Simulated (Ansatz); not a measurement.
SiO₂ (P4₁2₁2, No. 92) was calculated with revPBE (Ansatz, an electronic-structure program, plane waves, PAW).

Settings: plane-wave cutoff 520 eV, 8×8×6 k mesh (along the axes of the cell as run), Fermi–Dirac smearing 0.01 eV, scalar-relativistic PAW data made under PBE.

Cell (relaxed at this level):

```
CELL_PARAMETERS angstrom
      5.13966     0.00000     0.00000
      0.00000     5.13966     0.00000
      0.00000     0.00000     7.19327
ATOMIC_POSITIONS crystal
  Si 0.28909 0.28909 0.00000
  Si 0.78909 0.21091 0.75000
  Si 0.21091 0.78909 0.25000
  Si 0.71091 0.71091 0.50000
  O  0.24282 0.08407 0.16967
  O  0.74282 0.41593 0.58033
  O  0.25718 0.58407 0.08033
  O  0.75718 0.91593 0.66967
  O  0.91593 0.75718 0.33033
  O  0.41593 0.74282 0.41967
  O  0.58407 0.25718 0.91967
  O  0.08407 0.24282 0.83033
```

Q: What does this level give for the bulk modulus B0 and band gap?

A: 
bulk modulus B0: 17.8 GPa
band gap: 5.62 eV (direct)

Note: the cell is over a tenth larger than the published one: the level's own overestimate first of all, though another phase or state, or a fault of the published cell, is possible; the bulk modulus comes from volumes at which shape and atoms were relaxed.

Computed values are for the static lattice.
